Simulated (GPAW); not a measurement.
A self-consistent single point of CuGaSe₂ (I-42d, 8 atoms in the cell) with GPAW

Computed with PBE, GPAW PAW datasets PBE (gpaw-data 1.0.1) (plane waves; GPAW).

The input file:

```python
from ase import Atoms
from ase.units import GPa
from gpaw import GPAW

atoms = Atoms(['Ga', 'Ga', 'Cu', 'Cu', 'Se', 'Se', 'Se', 'Se'],
              cell=[[-2.776950, 2.776950, 5.454900],
                    [2.776950, -2.776950, 5.454900],
                    [2.776950, 2.776950, -5.454900]],
              scaled_positions=[[0.500000, 0.500000, 0.000000],
                                [0.250000, 0.750000, 0.500000],
                                [0.000000, 0.000000, 0.000000],
                                [0.750000, 0.250000, 0.500000],
                                [0.875000, 0.875000, 0.500000],
                                [0.125000, 0.625000, 0.000000],
                                [0.375000, 0.375000, 0.500000],
                                [0.625000, 0.125000, 0.000000]],
              pbc=True)

calc = GPAW(mode={'name': 'pw', 'ecut': 800},
            xc='PBE',
            kpts=(3, 3, 3),
            occupations={'name': 'methfessel-paxton', 'width': 0.05, 'order': 0},
            nbands=-8,
            convergence={'density': 1e-05, 'bands': -6},
            symmetry={'symmorphic': False, 'tolerance': 0.0005},
            maxiter=120)

atoms.calc = calc

energy = atoms.get_potential_energy()
print('Energy (eV):', round(energy, 6))
forces = atoms.get_forces()
print('Forces (eV/Ang):')
print(forces.round(5))
stress = atoms.get_stress()
print('Stress (GPa, Voigt):', (stress / GPa).round(4))
```

The program printed (abridged):

```
Input parameters:
  convergence: {bands: -6,
                density: 1e-05}
  kpts: [3 3 3]
  maxiter: 120
  mode: {ecut: 800,
         name: pw}
  nbands: -8
  occupations: {name: methfessel-paxton,
                order: 0,
                width: 0.05}
  symmetry: {symmorphic: False,
             tolerance: 0.0005}
  xc: PBE

species:
  Ga:
    name: Gallium
    Z: 31.0
    valence: 3
    core: 28
    charge: 0.0
    file: Ga.PBE.gz

    # Using partial waves for Ga as LCAO basis

  Cu:
    name: Copper
    Z: 29.0
    valence: 11
    core: 18
    charge: 0.0
    file: Cu.PBE.gz

    # Using partial waves for Cu as LCAO basis

  Se:
    name: Selenium
    Z: 34.0
    valence: 6
    core: 28
    charge: 0.0
    file: Se.PBE.gz

    # Using partial waves for Se as LCAO basis

Reference energy: -460226.375262  # eV

Spin-paired calculation

Convergence criteria:
 Maximum [total energy] change in last 3 cyles: 0.0005 eV / valence electron
 Maximum integral of absolute [dens]ity change: 1e-05 electrons / valence electron
 Maximum integral of absolute [eigenst]ate change: 4e-08 eV^2 / valence electron
 Maximum number of scf [iter]ations: 120

Symmetries present (total): 8
Symmetries with fractional translations: 4
27 k-points: 3 x 3 x 3 Monkhorst-Pack grid
6 k-points in the irreducible part of the Brillouin zone
       k-points in crystal coordinates                weights
   0:     0.00000000    0.00000000    0.00000000          1/27
   1:     0.33333333   -0.33333333    0.00000000          4/27
   2:     0.33333333   -0.33333333    0.33333333          4/27
   3:     0.33333333    0.00000000    0.00000000          8/27
   4:     0.33333333    0.33333333   -0.33333333          2/27
   5:     0.33333333    0.33333333    0.33333333          8/27

Wave functions: Plane wave expansion
  Cutoff energy: 800.000 eV
  Number of coefficients (min, max): 8621, 8665
  Pulay-stress correction: 0.000000 eV/Ang^3 (de/decut=0.000000)

Occupation numbers: Methfessel-Paxton:
  width: 0.0500  # eV
  order: 0

Eigensolver

Densities:
  Coarse grid: 48*48*48 grid
  Fine grid: 96*96*96 grid
  Total Charge: 0.000000

Density mixing:
  Method: separate
  Backend: pulay
  Linear mixing parameter: 0.05
  old densities: 5
  Damping of long wavelength oscillations: 50

Hamiltonian:
  XC and Coulomb potentials evaluated on a 96*96*96 grid
  External potential:
    NoExternalPotential

XC parameters: PBE with 2 nearest neighbor stencil

Number of atoms: 8
Number of atomic orbitals: 42
Number of bands in calculation: 34
Number of valence electrons: 52
Bands to converge: 28

Density initialized from atomic densities
  34 bands from LCAO basis set

Atomic positions and initial magnetic moments

Positions:
   0 Ga     0.000000    0.000000    5.454900    ( 0.0000,  0.0000,  0.0000)
   1 Ga     2.776950    0.000000    2.727450    ( 0.0000,  0.0000,  0.0000)
   2 Cu     0.000000    0.000000    0.000000    ( 0.0000,  0.0000,  0.0000)
   3 Cu    -0.000000    2.776950    2.727450    ( 0.0000,  0.0000,  0.0000)
   4 Se     1.388475    1.388475    6.818625    ( 0.0000,  0.0000,  0.0000)
   5 Se     1.388475   -1.388475    4.091175    ( 0.0000,  0.0000,  0.0000)
   6 Se     1.388475    1.388475    1.363725    ( 0.0000,  0.0000,  0.0000)
   7 Se    -1.388475    1.388475    4.091175    ( 0.0000,  0.0000,  0.0000)

Unit cell:
           periodic     x           y           z      points  spacing
  1. axis:    yes   -2.776950    2.776950    5.454900    48     0.1031
  2. axis:    yes    2.776950   -2.776950    5.454900    48     0.1031
  3. axis:    yes    2.776950    2.776950   -5.454900    48     0.0818

  Lengths:   6.721520   6.721520   6.721520
  Angles:  131.195130 131.195130  71.503241

Effective grid spacing dv^(1/3) = 0.1150

     iter     time        total  log10-change:
                         energy   eigst   dens
iter:   1 --:--:--   -32.082372   +0.48
iter:   2 --:--:--   -31.580010   -1.32  -1.18
iter:   3 --:--:--   -30.899371   -0.91  -1.19
iter:   4 --:--:--   -30.875475   -1.58  -1.30
iter:   5 --:--:--   -30.768080   -1.60  -1.44
iter:   6 --:--:--   -31.499015   -1.04  -1.72
iter:   7 --:--:--   -30.852315   -0.78  -1.67
iter:   8 --:--:--   -30.756008   -2.79  -2.20
iter:   9 --:--:--   -30.775473   -1.86  -2.43
iter:  10 --:--:--   -30.794212   -2.83  -2.40
iter:  11 --:--:--   -30.738941   -1.93  -2.32
iter:  12 --:--:--   -30.736943   -4.08  -3.02
iter:  13 --:--:--   -30.736755c  -5.07  -3.16
iter:  14 --:--:--   -30.736655c  -5.00  -3.22
iter:  15 --:--:--   -30.736921c  -4.67  -3.30
iter:  16 --:--:--   -30.736873c  -6.61  -3.33
iter:  17 --:--:--   -30.736813c  -6.08  -3.34
iter:  18 --:--:--   -30.736676c  -4.81  -3.38
   [... 2 lines left out ...]
iter:  21 --:--:--   -30.736652c  -5.75  -4.08
iter:  22 --:--:--   -30.736655c  -6.77  -4.33
iter:  23 --:--:--   -30.736653c  -7.14  -4.33
iter:  24 --:--:--   -30.736653c  -6.64  -4.53
iter:  25 --:--:--   -30.736653c  -6.73  -4.58
iter:  26 --:--:--   -30.736653c  -7.82c -4.70
iter:  27 --:--:--   -30.736653c  -7.06  -4.87
iter:  28 --:--:--   -30.736653c  -8.02c -4.94
iter:  29 --:--:--   -30.736653c  -7.98c -5.19c

Converged after 29 iterations.

Dipole moment: (0.546131, -0.546131, 0.000000) |e|*Ang

Energy contributions relative to reference atoms: (reference = -460226.375262)

Kinetic:        +67.098641
Potential:      -61.857795
External:        +0.000000
XC:             -36.087899
Entropy (-ST):   -0.000000
Local:           +0.110400
SIC:             +0.000000
--------------------------
Free energy:    -30.736653
Extrapolated:   -30.736653

Showing only first 2 kpts
 Kpt  Band  Eigenvalues  Occupancy
  0    24      5.63536    2.00000
  0    25      5.76457    2.00000
  0    26      6.17686    0.00000
  0    27      7.61589    0.00000

  1    24      5.02854    2.00000
  1    25      5.36690    2.00000
  1    26      7.64817    0.00000
  1    27      7.86079    0.00000

Fermi level: 5.96967

Gap: 0.412 eV
Transition (v -> c):
  (s=0, k=0, n=25, [0.00, 0.00, 0.00]) -> (s=0, k=0, n=26, [0.00, 0.00, 0.00])
No difference between direct/indirect transitions
Energy (eV): -30.736653

Forces in eV/Ang:
  0 Ga    0.00000    0.00000    0.00000
  1 Ga    0.00000    0.00000    0.00000
  2 Cu    0.00000    0.00000    0.00000
  3 Cu    0.00000    0.00000    0.00000
  4 Se    0.47192    0.00000    0.00000
  5 Se    0.00000   -0.47192    0.00000
  6 Se   -0.47192    0.00000    0.00000
  7 Se    0.00000    0.47192    0.00000

Stress tensor:
    -0.039156     0.000000     0.000000
     0.000000    -0.039156    -0.000000
     0.000000    -0.000000    -0.039341
Stress (GPa, Voigt): [-6.2735 -6.2735 -6.3031 -0.      0.      0.    ]
```

The run converged in 29 iterations. GPAW prints stress with tension positive.

The starting cell has typed, rounded lattice constants, without a prior relaxation at this level. Its lattice was rescaled by a random factor within 2.5 % of one. With a pressure of about 6 GPa the cell is away from its equilibrium volume at this level.

Cost on one core of a shared machine: roughly 50 s.
